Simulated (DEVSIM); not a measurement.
System: illuminated Si p-on-n cell, one wavelength, with a back-surface field, at 250 K.

Layer 1 from the left is Si, thickness (μm) 0.100, Na (cm⁻³) 8.9e17, τn (s) 5.3e-5, τp (s) 1.1e-5, absorption coefficient (cm⁻¹) 8700. Layer 2 from the left is Si, thickness (μm) 84.0, Nd (cm⁻³) 7.3e15, τn (s) 0.00011, τp (s) 0.00011, absorption coefficient (cm⁻¹) 8700. Layer 3 from the left is Si, thickness (μm) 0.270, Nd (cm⁻³) 1.1e18, τn (s) 0.00011, τp (s) 0.00011, absorption coefficient (cm⁻¹) 8700.

Left contact: ohmic, minority electron recombination velocity 700 cm/s. Right contact: ohmic, minority hole recombination velocity 2e5 cm/s. Voltage is applied to the left contact. Recombination: SRH at mid-gap, radiative, Auger. Light enters at the left, 5.4e16 photons cm⁻² s⁻¹, one pass, no reflection. Mobility is μmin + (μ − μmin)/(1 + (N/Nref)^α).

Constants are typed, rounded textbook-type inputs, not results; the design itself was drawn at random and stands for no fabricated device. Values at 300 K; Nc and Nv go as T^1.5, mobilities as T to minus their exponent, the gap by Varshni's rule with the affinity fixed.

Si: gap (eV) 1.124, affinity (eV) 4.05, permittivity 11.7, Nc (cm⁻³) 2.86e19, Nv (cm⁻³) 3.1e19, μn (cm²/Vs) 1417, μp (cm²/Vs) 470, μn,min 52, μp,min 45, Nref,n 9.7e16, Nref,p 2.2e17, αn 0.68, αp 0.72, T exponent of μn 2.3, T exponent of μp 2.2, B (cm³/s) 4.7e-15, Cn (cm⁶/s) 2.8e-31, Cp (cm⁶/s) 9.9e-32, Varshni α (eV/K) 0.000473, Varshni β (K) 636.

Model (solved in DEVSIM): 1D drift-diffusion, Boltzmann statistics, complete ionisation; no tunnelling, impact ionisation, image-force lowering or self-heating.

Dark forward current:

| |V| (V) | |J| (A/cm²) |
|---|---|
| 0.05 | 3.421e-13 |
| 0.10 | 1.401e-12 |
| 0.15 | 4.945e-12 |
| 0.20 | 1.724e-11 |
| 0.25 | 6.325e-11 |
| 0.30 | 2.663e-10 |
| 0.35 | 1.440e-9 |
| 0.40 | 1.037e-8 |
| 0.45 | 9.091e-8 |
| 0.50 | 8.755e-7 |
| 0.55 | 8.740e-6 |
| 0.60 | 8.839e-5 |
| 0.65 | 0.0008973 |
| 0.70 | 0.009078 |
| 0.75 | 0.08821 |
| 0.80 | 0.7415 |
| 0.85 | 5.012 |
| 0.90 | 26.81 |
| 0.95 | 120.8 |
| 1.00 | 487.6 |
| 1.05 | 1539 |
| 1.10 | 3441 |

Task: Work out the local ideality factor n = ΔV / (kT/q · ln(J2/J1)) between the rows 0.10 and 0.15 V, 0.60 and 0.65 V, 1.05 and 1.10 V.

Result: kT/q = 21.54 mV. From 0.10 to 0.15 V: ln(4.945e-12/1.401e-12) = 1.261, n = 1.84. From 0.60 to 0.65 V: ln(0.0008973/8.839e-5) = 2.318, n = 1.00, near the 1 of diffusion or emission over a barrier. From 1.05 to 1.10 V: ln(3441/1539) = 0.805, n = 2.88.

Task: What current could the absorbed light give at most, and what share is collected?

Result: Σ αd = 73.4, so qΦ(1 − exp(−Σ αd)) = 8.65 mA/cm². The simulated short-circuit current is 8.627 mA/cm², a share of 1.00.

Task: Estimate the open-circuit voltage by superposition: the voltage at which the dark current equals that short-circuit current.

Result: Interpolating ln J in the table gives 0.699 V. The simulation gives 0.699 V, the same within the digits that matter. Superposition holds where collection doesn't change with voltage.

Task: Estimate the fill factor from FF0 = (v − ln(v + 0.72))/(v + 1), v = qVoc/(nkT), with n from the dark curve.

Result: The rows about Voc, 0.65 and 0.70 V, give n = 1.00, so v = 32.4 and FF0 = 0.865. The simulation gives 0.864, the same within the digits that matter.
